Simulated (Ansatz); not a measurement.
Input:

```
GaN
1.0
    3.15778     0.00000     0.00000
   -1.57889     2.73472     0.00000
    0.00000     0.00000     5.43312
Ga N
2 2
Direct
  0.33333   0.66667   0.00258
  0.66667   0.33333   0.50258
  0.33333   0.66667   0.37242
  0.66667   0.33333   0.87242
```

Computed with PBE with spin-orbit coupling, rigid bands (plane waves, PAW; Ansatz, a program for electronic structure). Condition of this run: uniaxial stress along c of -16 GPa (compression positive) (the target of the relaxation). Geometry: cell and atoms relaxed with PBEsol, then loaded as said.

Problem. Predict the hole conductivity mass (n e² τ/σ) at 300 K, by direction if it differs.

Solution. 1.12 (x), 1.12 (y), 2.3 (z) mₑ.

Problem. What conductivity effective mass do dilute electrons have at 300 K?

Solution. 0.172 (x), 0.172 (y), 0.136 (z) mₑ.

Problem. And the band gap?

Solution. 1.46 eV at this level; semilocal functionals usually fall short of the measured gap.

Rigid bands, one relaxation time for all states, no polarons. Geometry: cell and atoms relaxed with PBEsol.
